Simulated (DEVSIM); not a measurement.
Device: abrupt GaAs n-p junction, at 400 K.

| layer (left to right) | material | thickness (μm) | Nd (cm⁻³) | Na (cm⁻³) | τn (s) | τp (s) |
|---|---|---|---|---|---|---|
| 1 | GaAs | 4.90 | 2e17 | - | 6.3e-9 | 6.3e-9 |
| 2 | GaAs | 4.80 | - | 8.2e16 | 6.3e-9 | 6.3e-9 |

Left contact: ohmic. Right contact: ohmic. Voltage is applied to the left contact. Recombination: SRH at mid-gap, Auger. Mobility is constant in doping.

Constants are typed, rounded textbook-type inputs, not results; the design itself was drawn at random and stands for no fabricated device. Values at 300 K; Nc and Nv go as T^1.5, mobilities as T to minus their exponent, the gap by Varshni's rule with the affinity fixed.

```csv
parameter,GaAs
gap (eV),1.424
affinity (eV),4.07
permittivity,12.9
Nc (cm⁻³),4.7e17
Nv (cm⁻³),9e18
μn (cm²/Vs),8500
μp (cm²/Vs),400
T exponent of μn,2.1
T exponent of μp,2.2
Cn (cm⁶/s),1e-30
Cp (cm⁶/s),1e-30
Varshni α (eV/K),0.000541
Varshni β (K),204
```

Simulated with DEVSIM: 1D drift-diffusion, Boltzmann statistics, complete ionisation; no tunnelling, impact ionisation, image-force lowering or self-heating.

Task: Tabulate band edges, carrier densities and field at 2.0 V on the left contact.

Result: Energies count from the Fermi level of the right contact; mesh points crowd at the junctions.

| x (μm) | Ec (eV) | Ev (eV) | n (cm⁻³) | p (cm⁻³) | field (V/cm) |
|---|---|---|---|---|---|
| 0.000 | -1.956 | -3.333 | 2.0e17 | 220 | ≈ 0 |
| 0.03017 | -1.956 | -3.333 | 2.0e17 | 220 | ≈ 0 |
| 0.09785 | -1.956 | -3.333 | 2.0e17 | 220 | ≈ 0 |
| 0.2497 | -1.956 | -3.333 | 2.0e17 | 220 | ≈ 0 |
| 0.7593 | -1.956 | -3.333 | 2.0e17 | 210 | ≈ 0 |
| 1.734 | -1.956 | -3.333 | 2.0e17 | 180 | ≈ 0 |
| 3.338 | -1.956 | -3.333 | 2.0e17 | 110 | ≈ 0 |
| 4.391 | -1.956 | -3.333 | 2.0e17 | < 1e2 | ≈ 0 |
| 4.687 | -1.956 | -3.333 | 2.0e17 | < 1e2 | ≈ 0 |
| 4.814 | -1.943 | -3.320 | 1.4e17 | < 1e2 | 11000 |
| 4.875 | -1.491 | -2.868 | 2.8e11 | 620 | 160000 |
| 4.911 | -0.787 | -2.164 | 5300 | 37000 | 210000 |
| 4.954 | 0.025 | -1.353 | 3400 | 120000 | 160000 |
| 5.051 | 1.058 | -0.320 | < 1e2 | 1.3e15 | 50000 |
| 5.378 | 1.200 | -0.177 | < 1e2 | 8.2e16 | ≈ 0 |
| 6.002 | 1.200 | -0.177 | 110 | 8.2e16 | ≈ 0 |
| 7.396 | 1.200 | -0.177 | 280 | 8.2e16 | ≈ 0 |
| 8.687 | 1.200 | -0.177 | 430 | 8.2e16 | ≈ 0 |
| 9.376 | 1.200 | -0.177 | 510 | 8.2e16 | ≈ 0 |
| 9.569 | 1.200 | -0.177 | 530 | 8.2e16 | ≈ 0 |
| 9.652 | 1.200 | -0.177 | 540 | 8.2e16 | ≈ 0 |
| 9.700 | 1.200 | -0.177 | 540 | 8.2e16 | ≈ 0 |
